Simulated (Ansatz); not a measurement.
The starting structures come from a database of crystals and need not be the phases stable at ambient conditions.

Inside the gap of an insulator the Bloch states are evanescent, with a wavenumber k + iκ along the transport direction.

```xyz
7
Lattice="6.3615 0.0000 0.0000 0.0000 6.3615 0.0000 3.1808 -3.1808 6.3028" Properties=species:S:1:pos:R:3 pbc="T T T"
Cd     0.0000     0.0000     0.0000
In     3.1808     3.1808     0.0000
In     6.3615     3.1808     3.1514
Te     4.6248     4.8845     1.7159
Te     8.0652    -1.4441     4.5869
Te     1.7367     1.4770     1.7159
Te     4.6578     1.4441     4.5869
```

Space group of this cell: I-4. The cell is taken as given.

Transport runs along the normal of the first two printed cell vectors, the (001) plane of the conventional cell.

The gap is the functional's own, uncorrected, and κ follows it; spin-orbit coupling is left out. Mid-gap values are interpolated between the computed energies.

State the band gap and the smallest decay constant κ at mid-gap according to r2SCAN (Ansatz, a first-principles code).

Gap 1.35 eV on a 6×6×6 mesh; κ = 0.119 1/Å, at the zone centre.
